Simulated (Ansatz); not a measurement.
Results of PBE0 (plane waves, PAW; Ansatz, an electronic-structure program) for fcc Yb.

Numerical settings: plane-wave cutoff 460 eV, 10×10×10 k mesh, Fermi–Dirac smearing 0.05 eV, no spin polarisation, scalar-relativistic PAW data made under PBE.

Computed at the level's own relaxed cell.

### Question
What does this level give for the volume per atom and equilibrium lattice constant a?

### Answer

volume per atom: 42.02 Å³/atom
equilibrium lattice constant a: 5.519 Å

Measured, for comparison: equilibrium volume per atom 41.24 Å³/atom, lattice constant a 5.485 Å (293 K, not corrected to a static lattice; as tabulated in Wikipedia's data pages). Computed (rounded) less measured: equilibrium volume per atom +1.9 %, lattice constant a +0.6 %.

Spin–orbit coupling is not included.

Static lattice: no zero-point or thermal effects.
